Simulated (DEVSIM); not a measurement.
System: Al/SiON/p-GaSb capacitor, at 300 K.

```
layer (left to right)  material  thickness (nm)  Na (cm⁻³)
---------------------  --------  --------------  ---------
1                          SiON            20.0          -
2                          GaSb             570     1.1e18
```

Metal gate on the left, work function 4.1 eV. Fixed charge at the semiconductor interface 0 cm⁻² (in units of +e); no interface traps.

This is a model device: material constants are rounded textbook-type values typed into the input, and sizes, dopings and lifetimes were drawn at random. Values at 300 K; Nc and Nv go as T^1.5, mobilities as T to minus their exponent, the gap by Varshni's rule with the affinity fixed.

```csv
parameter,SiON,GaSb
gap (eV),7,0.726
affinity (eV),1.4,4.06
permittivity,5.5,15.7
Nc (cm⁻³),-,2.1e17
Nv (cm⁻³),-,1.8e19
Varshni α (eV/K),-,0.00042
Varshni β (K),-,140
```

Simulated with DEVSIM: 1D Poisson equation in equilibrium, Boltzmann statistics, complete ionisation; no quantum confinement or tunnelling. Metal contacts follow the ideal Schottky-Mott rule: no Fermi-level pinning, no interface dipoles.

Base results: minimum of the low-frequency capacitance (μF/cm²) 0.161; flat-band voltage (V) -0.61.

What follows from this one change: interface trap density 0 → 2e+12 cm^-2 eV^-1?

minimum of the low-frequency capacitance 0.161 → 0.186 μF/cm²; flat-band voltage -0.61 → -1.00 V.

What follows from this one change: temperature 300 → 400 K?

minimum of the low-frequency capacitance 0.161 → 0.167 μF/cm²; flat-band voltage -0.61 → -0.54 V.
